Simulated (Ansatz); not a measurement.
The reference is CeO$_{2}$ in the fluorite structure (space group Fm-3m, No. 225; a = 5.464 Å).

Structures relaxed with plane-wave PAW DFT at the PBE level (Ansatz, a quantum-chemistry and plane-wave program, 420 eV), scalar-relativistic without spin-orbit coupling.

Base:

Simulated powder pattern, Cu Kα1, λ = 1.54056 Å (kinematic, ideal powder, no thermal factors, no anomalous dispersion; the 8 strongest lines at most, above 2 %, up to 2θ = 90°):

```tsv
2θ (°)	I/Imax (%)	hkl
28.26	100	(111)
32.75	29	(200)
47.00	55	(220)
55.75	44	(311)
68.65	8.2	(400)
75.83	18	(331)
78.16	11	(420)
87.35	17	(422)
```

Modification: the cell is scaled by 1.0410 in all directions; the atoms relax in the strained cell.

After the change:

Simulated powder pattern, Cu Kα1, λ = 1.54056 Å (kinematic, ideal powder, no thermal factors, no anomalous dispersion; the 8 strongest lines at most, above 2 %, up to 2θ = 90°):

```
2θ (°)  d (Å)  I/Imax (%)    hkl
------  -----  ----------  -----
27.13   3.284         100  (111)
31.43   2.844          29  (200)
45.04   2.011          57  (220)
53.37   1.715          45  (311)
72.35   1.305          18  (331)
74.54   1.272          12  (420)
83.12   1.161          17  (422)
89.44   1.095          15  (511)
```

The indices refer to the base's conventional cell; one index is shown for lines that coincide.

No phonon test of stability was made. Seeded moments were not kept for the base. The final runs are not spin-polarised.
